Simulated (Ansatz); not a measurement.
C11b WSi₂, treated with revPBE in Ansatz (plane waves, PAW).

Settings: plane-wave cutoff 520 eV, 24×24×24 k mesh, Fermi–Dirac smearing 0.05 eV, no spin polarisation, scalar-relativistic PAW data made under PBE.

Response to compression and expansion:

Shape and atoms are relaxed at each volume.

```
V (Å³/atom)  P (GPa)  c (Å)  a (Å)
-----------  -------  -----  -----
13.244          9.50  7.799  3.192
13.520          4.50  7.844  3.216
13.796          0.01  7.889  3.239
14.072         -4.02  7.934  3.262
14.348         -7.63  7.979  3.285
```

Ansatz is a program for electronic structure.
